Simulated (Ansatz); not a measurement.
Take Sn in the diamond structure (space group Fd-3m, No. 227; a = 6.566 Å) as the base. Axes: x, y, z lie along the cube axes.

Computed with Ansatz (an electronic-structure program) r2SCAN, without spin-orbit coupling.

Before the change:

| Property | Value |
|---|---|
| Pressure | 0.0 GPa |
| Shortest interatomic distance | 5.373 bohr |

One thing is altered: tensile biaxial strain of 0.83 % in the plane normal to [111], as in epitaxy on a mismatched substrate; the out-of-plane cell vector and the atoms relax.

Problem. What does the calculation give for the pressure after the change?

Solution. The pressure (mean of the normal stresses, compression positive) goes from zero to -0.5 GPa.

Problem. Estimate the effect on the shortest interatomic distance.

Solution. The shortest interatomic distance grows by 0.007 bohr to 5.380 bohr.

Problem. Predict the new energy relative to the base.

Solution. The energy rises by 1.4 meV/atom.

Stability against distortions was not tested.
